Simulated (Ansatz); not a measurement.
The starting structures come from a database of crystals and need not be the phases stable at ambient conditions.

**Evanescent states of Sr3AlO4F (I4/mcm, not sure to be the ambient phase, 18 atoms a cell, 14.6 Å³ an atom, -4 GPa at this level) along the normal of (110)**

These are r2SCAN (plane waves, PAW; Ansatz, a first-principles code) values and carry that method's errors.

The gap is the functional's own, uncorrected, and κ follows it; spin-orbit coupling is left out. Mid-gap values are interpolated between the computed energies.

Energies count from the valence-band top; κ is the least over a 4×4 mesh across the current.

```
E (eV)  κ (1/Å)  where
------  -------  -----
0.11      0.199      Γ
0.33      0.301      Γ
0.55      0.326      Γ
0.77      0.345      Γ
0.99      0.359      Γ
1.21      0.369      Γ
1.43      0.376      Γ
1.65      0.380      Γ
1.87      0.382      Γ
2.09      0.381      Γ
2.31      0.378      Γ
2.53      0.373      Γ
2.75      0.365      Γ
2.97      0.355      Γ
3.19      0.342      Γ
3.41      0.326      Γ
3.63      0.306      Γ
3.85      0.282      Γ
4.07      0.252      Γ
4.29      0.215      Γ
4.51      0.162      Γ
4.73      0.068      Γ
```

Problem. How thick must the barrier be to attenuate the transmission by 10^8 when the electrodes' Fermi level lies at 0.11 eV, and what attenuation does that film give at 3.41 eV?

Solution. d = 8 ln 10 / (2 × 0.199) = 46.3 Å. At 3.41 eV it gives 8 × 0.326/0.199 = 13.1 decades.
